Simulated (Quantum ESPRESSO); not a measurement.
# What a tighter setting buys: ecutwfc, TiSi₂ (Cmcm, 6 atoms in the cell)

```xyz
6
Lattice="1.7738 -6.7924 0.0000 1.7738 6.7924 0.0000 0.0000 0.0000 3.5826" Properties=species:S:1:pos:R:3 pbc="T T T"
Ti     1.7738    -5.3915     2.6870
Ti     1.7738     5.3915     0.8957
Si     1.7738    -0.7913     2.6870
Si     1.7738     0.7913     0.8957
Si     1.7738     3.4004     2.6870
Si     1.7738    -3.4004     0.8957
```

Method of the run: LDA (PW92), PseudoDojo standard norm-conserving (LDA) pseudopotentials (plane waves; Quantum ESPRESSO).

Base settings: ecutwfc = 85 Ry; occupations = smearing; smearing = gaussian; degauss = 0.0073499 Ry; potentials = {Ti: Ti.upf, Si: Si.upf}; K_POINTS = automatic 6 6 5 0 0 0; conv_thr = 1e-10 Ry; mixing_beta = 0.7.

Misses are taken against the tightest run, 110 Ry, which need not be fully converged itself. The energy is the free energy per atom.

The count of work is k-points × plane waves × bands × iterations; it is no time, and leaves out set-up, grids and terms that scale otherwise. Core times come from one kind of shared machine and are given to one figure; runs under 30 s give none.

The starting cell comes from a database of computed structures (which also holds hypothetical and non-ambient phases and stackings), without a prior relaxation at this level. Its lattice was rescaled by a random factor within 2.5 % of one. Spin polarisation is off. In the base run, with a pressure of about -7 GPa the cell is away from its equilibrium volume at this level. Without a gap this mesh is coarse (it stands for a supercell whose shortest vector is 18 Å).

```
ecutwfc  energy less reference (meV/atom)  pressure less reference (GPa)  largest difference in the force on any atom (eV/Å)  count of work / reference  core time / reference (rough)
-------  --------------------------------  -----------------------------  --------------------------------------------------  -------------------------  -----------------------------
34 Ry                             1951.37                         -62.11                                               0.017                       0.15                            0.1
42 Ry                              680.74                         -30.06                                               0.108                       0.22                            0.2
51 Ry                              170.27                         -11.19                                               0.069                       0.30                            0.3
59 Ry                               37.65                          -3.53                                               0.030                       0.42                            0.4
68 Ry                                4.45                          -0.61                                               0.001                       0.42                            0.3
76 Ry                                0.46                          -0.06                                               0.000                       0.54                            0.6
85 Ry                                0.16                           0.00                                               0.000                       0.64                            0.7
98 Ry                                0.08                           0.00                                               0.000                       0.73                            0.9
110 Ry                               0.00                           0.00                                               0.000                        1.0                              1
```

Coarsest setting among those run that, with all tighter ones, holds the energy within 20 meV/atom of the reference: 68 Ry, off by 4.5 meV/atom; it needs 0.42 of the reference's count of work and about 0.3 of the reference's time.

Coarsest setting among those run that, with all tighter ones, holds the energy within 2 meV/atom of the reference: 76 Ry, off by 0.46 meV/atom; its saving against the reference is no more than about a factor of 2 in the count of work.

The step from 42 Ry to 76 Ry: it takes the miss in the energy from 680 to 0.46 meV/atom, for 2.4 times the count of work and roughly 3 times the time.
